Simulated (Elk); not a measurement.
# A self-consistent single point of BN (F-43m, 2 atoms in the cell) with Elk

Method: PBE, all-electron FP-LAPW, Elk's shipped species files, APW+lo basis with extra local orbitals run with Elk.

This input was run:

```
tasks
  0

xctype
  20

tforce
  .true.

rgkmax
  8.0

gmaxvr
  18.0

lmaxapw
  10

lmaxo
  8

nxlo
  2

lorbcnd
  .true.

lradstp
  2

nrmtscf
  2.0

lmaxi
  4

swidth
  0.000367493

maxscl
  100

scale
  4.830500939

avec
    0.0000000000    0.7071067812    0.7071067812
    0.7071067812    0.0000000000    0.7071067812
    0.7071067812    0.7071067812    0.0000000000

sppath
  './'

atoms
  2
  'B.in'
  1
  0.0000000000  0.0000000000  0.0000000000    0.0 0.0 0.0
  'N.in'
  1
  0.2500000000  0.2500000000  0.2500000000    0.0 0.0 0.0

ngridk
  11 11 11
```

The program printed (abridged):

```
│ Elk code version 10.2.4 │

All units are atomic (Hartree, Bohr, etc.)

│ Ground-state run starting from atomic densities │

Lattice vectors :
   0.000000000       3.415679971       3.415679971
   3.415679971       0.000000000       3.415679971
   3.415679971       3.415679971       0.000000000

Unit cell volume      :    79.70058604
Brillouin zone volume :    3.112275904

Muffin-tin inner radius fraction :   0.1000000000E-01

Nuclei treated as point charges

Species :    1 (B)
 parameters loaded from : B.in
 name : boron
 nuclear charge    :   -5.000000000
 electronic charge :    5.000000000
 atomic mass :    19707.24741
 muffin-tin radius :    1.454032813
 number of radial points in muffin-tin :    599
 atomic positions (lattice), magnetic fields (Cartesian) :
   1 :   0.00000000  0.00000000  0.00000000    0.00000000  0.00000000  0.00000000

Species :    2 (N)
 parameters loaded from : N.in
 name : nitrogen
 nuclear charge    :   -7.000000000
 electronic charge :    7.000000000
 atomic mass :    25532.65214
 muffin-tin radius :    1.454032813
 number of radial points in muffin-tin :    599
 atomic positions (lattice), magnetic fields (Cartesian) :
   1 :   0.25000000  0.25000000  0.25000000    0.00000000  0.00000000  0.00000000

Total number of atoms per unit cell :    2

Spin treatment :
 spin-unpolarised

Number of Bravais lattice symmetries :   48
Number of crystal symmetries         :   24
Crystal has no inversion symmetry
Complex Hermitian eigensolver will be used

k-point grid :     11    11    11
k-point offset :    0.000000000       0.000000000       0.000000000
k-point set is reduced with full crystal symmetry group
Total number of k-points :       91

Muffin-tin radius times maximum |G+k| :    8.000000000
 using average radius
Maximum |G+k| for APW functions       :    5.501939110
Maximum (1/2)|G+k|²                   :    15.13566698
Maximum |G| for potential and density :    18.00000000
 potential will be trimmed for |G| > 2 gkmax
Constant for pseudocharge density :    7
Radial integration step length :    2

G-vector grid sizes :     28    28    28
Number of G-vectors :     7799

Maximum angular momentum used for
 APW functions                      :   10
 outer part of muffin-tin           :    8
 inner part of muffin-tin           :    4

Total nuclear charge    :   -12.00000000
Total core charge       :    4.000000000
Total valence charge    :    8.000000000
Total excess charge     :    0.000000000
Total electronic charge :    12.00000000

Effective Wigner radius, rₛ :    1.166085925

Number of empty states         :    8
Total number of valence states :   12
Total number of core states    :    4

Conduction state local-orbitals added automatically
Total number of local-orbitals :  195

Exchange-correlation functional :     20     0     0
 Perdew-Burke-Ernzerhof, Phys. Rev. Lett. 77, 3865 (1996)
 gradient requirement :    1
 generalised gradient approximation (GGA)

Smearing type :    3
 Fermi-Dirac
Smearing width :   0.3674930000E-03
Effective electronic temperature (K) :    116.0451112

Mixing type :    3
 Broyden mixing, J. Phys. A: Math. Gen. 17, L317 (1984)

Kohn-Sham potential initialised from atomic data

│ Self-consistent loop started │
│ Loop number : 1 │
 total energy                :     -82.2961210535
│ Loop number : 2 │
 total energy                :     -82.2584857536
RMS change in Kohn-Sham potential (target) :    4.521609727     (  0.1000000000E-05)
Absolute change in total energy (target)   :   0.3763529983E-01 (  0.1000000000E-03)
│ Loop number : 3 │
 total energy                :     -81.6542810424
RMS change in Kohn-Sham potential (target) :    3.515548830     (  0.1000000000E-05)
Absolute change in total energy (target)   :   0.6136135362     (  0.1000000000E-03)
│ Loop number : 4 │
 total energy                :     -80.5196144174
RMS change in Kohn-Sham potential (target) :    1.513935125     (  0.1000000000E-05)
Absolute change in total energy (target)   :    1.288070009     (  0.1000000000E-03)
│ Loop number : 5 │
 total energy                :     -79.9276510892
RMS change in Kohn-Sham potential (target) :   0.4346159605     (  0.1000000000E-05)
Absolute change in total energy (target)   :   0.9139808305     (  0.1000000000E-03)
│ Loop number : 6 │
 total energy                :     -79.7449807074
RMS change in Kohn-Sham potential (target) :   0.8813406309E-01 (  0.1000000000E-05)
Absolute change in total energy (target)   :   0.4111655894     (  0.1000000000E-03)
│ Loop number : 7 │
 total energy                :     -79.7029685744
RMS change in Kohn-Sham potential (target) :   0.7784109728E-02 (  0.1000000000E-05)
Absolute change in total energy (target)   :   0.1448035304     (  0.1000000000E-03)
│ Loop number : 8 │
 total energy                :     -79.7052360819
RMS change in Kohn-Sham potential (target) :   0.2540575917E-02 (  0.1000000000E-05)
Absolute change in total energy (target)   :   0.3393337505E-01 (  0.1000000000E-03)
│ Loop number : 9 │
 total energy                :     -79.7064945193
RMS change in Kohn-Sham potential (target) :   0.7774015522E-03 (  0.1000000000E-05)
Absolute change in total energy (target)   :   0.7224906387E-02 (  0.1000000000E-03)
│ Loop number : 10 │
 total energy                :     -79.7061926697
RMS change in Kohn-Sham potential (target) :   0.2961008640E-03 (  0.1000000000E-05)
Absolute change in total energy (target)   :   0.2108076214E-02 (  0.1000000000E-03)
│ Loop number : 11 │
 total energy                :     -79.7060165437
RMS change in Kohn-Sham potential (target) :   0.6280045732E-04 (  0.1000000000E-05)
Absolute change in total energy (target)   :   0.7031450534E-03 (  0.1000000000E-03)
│ Loop number : 12 │
 total energy                :     -79.7060033842
RMS change in Kohn-Sham potential (target) :   0.2433175242E-04 (  0.1000000000E-05)
Absolute change in total energy (target)   :   0.1889457361E-03 (  0.1000000000E-03)
│ Loop number : 13 │
 total energy                :     -79.7059959169
RMS change in Kohn-Sham potential (target) :   0.9615694120E-06 (  0.1000000000E-05)
Absolute change in total energy (target)   :   0.5470373119E-04 (  0.1000000000E-03)
Convergence targets achieved

│ Loop number : 14 │

Energies :
 Fermi                       :     0.372602399798
 sum of eigenvalues          :     -38.1907516854
 electron kinetic            :      79.4458671810
 core electron kinetic       :      65.7985315286
 Coulomb                     :     -148.104433352
 Coulomb potential           :     -103.435934077
 nuclear-nuclear             :     -24.5981497686
 electron-nuclear            :     -143.576633089
 Hartree                     :      20.0703495060
 Madelung                    :     -96.3864663133
 xc potential                :     -14.2006847889
 exchange                    :     -10.6157437395
 correlation                 :    -0.431685380092
 electron entropic           :    -0.684084966735E-12
 total energy                :     -79.7059952907

Density of states at Fermi energy :   0.2719748602E-06
 (states/Hartree/unit cell)

Estimated indirect band gap :   0.1681096310
 from k-point      1 to k-point     46
Estimated direct band gap   :   0.3243876613
 at k-point      1

Charges :
 core                        :    4.000000000
 valence                     :    8.000000000
 interstitial                :    2.975091502
 muffin-tins (core leakage)
  species :    1 (B)
   atom    1                 :    3.316286045     (  0.7474496651E-03)
  species :    2 (N)
   atom    1                 :    5.708622453     (  0.7257002568E-05)
 total in muffin-tins        :    9.024908498
 total calculated charge     :    11.99927741
 total charge                :    12.00000000
 error                       :   0.7225886609E-03

│ Self-consistent loop stopped │

Forces :
 species :    1 (B)
  atom :    1
   Hellmann-Feynman          :    -0.00000000    0.00000000    0.00000000
   IBS                       :     0.00000000   -0.00000000   -0.00000000
   total force               :     0.00000000    0.00000000    0.00000000
   total magnitude           :     0.00000000
 species :    2 (N)
  atom :    1
   Hellmann-Feynman          :     0.00000000    0.00000000   -0.00000000
   IBS                       :    -0.00000000   -0.00000000    0.00000000
   total force               :     0.00000000   -0.00000000   -0.00000000
   total magnitude           :     0.00000000
```

The run converged in 14 iterations. The count includes the last loop, which Elk runs after its targets are met.

The starting cell has typed, rounded lattice constants, without a prior relaxation at this level. Values depend on the basis (sphere radii, cutoffs, local orbitals), which need not be converged.
